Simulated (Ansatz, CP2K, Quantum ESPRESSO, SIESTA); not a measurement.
## Code comparison for CaZrN2 (P1, 4 atoms in the cell)

Self-consistent single point, at a second geometry (atoms moved at random). First geometry:

```
CaZrN2
1.0
    1.66753     0.96275     5.64201
   -1.66753     0.96275     5.64201
    0.00000    -1.92550     5.64201
Ca Zr N
1 1 2
Direct
  0.00000   0.00000   0.00000
  0.50000   0.50000   0.50000
  0.23812   0.23812   0.23812
  0.76188   0.76188   0.76188
```

Second geometry:
```xyz
4
Lattice="1.6675 0.9627 5.6420 -1.6675 0.9627 5.6420 0.0000 -1.9255 5.6420" Properties=species:S:1:pos:R:3 pbc="T T T"
Ca    -0.0387    -0.0540    -0.0266
Zr     0.0181     0.0392     8.5105
N      0.0487     0.0063     4.0171
N     -0.0281     0.0085    12.8880
```

Shared settings, as Ansatz (a program for electronic structure) writes them: kpoints.mp_grid.grid = 8 8 8; scf.occupations.method = fermi_dirac; scf.occupations.width = 0.0037 Ry. Potentials and cutoffs stand in the table.

```csv
code,model,ΔF from the first geometry (meV/atom),pressure (GPa),largest force (eV/Å),gap on the mesh (eV),cutoff
Ansatz,"PBEsol, PAW files made with PBE",18.7,-7.01,1.378,0.348,default
SIESTA,"GGA PBEsol, numerical atomic orbitals DZP, PseudoDojo PBEsol standard norm-conserving potentials (rewritten from UPF to PSML)",23.6,-1.00,1.564,0.879,grid 300 Ry
CP2K,"PBEsol, GPW, DZVP-MOLOPT-SR-GTH basis, GTH-PBE potentials (GTH_POTENTIALS)",19.4,-5.90,1.410,0.296,grid 500 Ry
Quantum ESPRESSO,"PBEsol, GBRV 1.5 ultrasoft (PBESOL) pseudopotentials",18.7,-6.86,1.379,0.352,40 Ry
```

Size of the force on each atom (eV/Å): Sizes of forces hide their directions.

```
code                Ca1    Zr2     N3     N4
----------------  -----  -----  -----  -----
Ansatz            0.945  1.378  0.484  0.404
SIESTA            1.100  1.564  0.735  0.405
CP2K              0.985  1.410  0.503  0.421
Quantum ESPRESSO  0.946  1.379  0.481  0.413
```

Gaps are read on the mesh.

The spread over the programs that give each value: ΔF from the first geometry within 4.9 meV/atom; pressure within 6.01 GPa; largest force within 0.186 eV/Å; gap on the mesh within 0.583 eV.

SIESTA and CP2K use small atom-centred bases, whose incompleteness enters pressures, forces and empty levels differently from a plane-wave cutoff. Ansatz's pressure is given at a fixed set of plane waves, as the other plane-wave codes print theirs; with its correction for the finite basis it is -6.82 GPa. In the pressure, SIESTA (by 5.94) and CP2K (by 1.04) lie more than 1 GPa from the median of the plane-wave programs. In the gap, SIESTA (by 0.529) lies more than 0.12 eV from the median of the plane-wave programs. In the force vectors, SIESTA (by 0.277) lies more than 0.08 eV/Å from the median of the plane-wave programs.

The starting cell comes from a database of computed structures (which also holds hypothetical and non-ambient phases and stackings), without a prior relaxation at this level. Its lattice was rescaled by a random factor within 2.5 % of one. For this run, on top of that: atoms moved at random.

Keys are those of Ansatz 0.2.
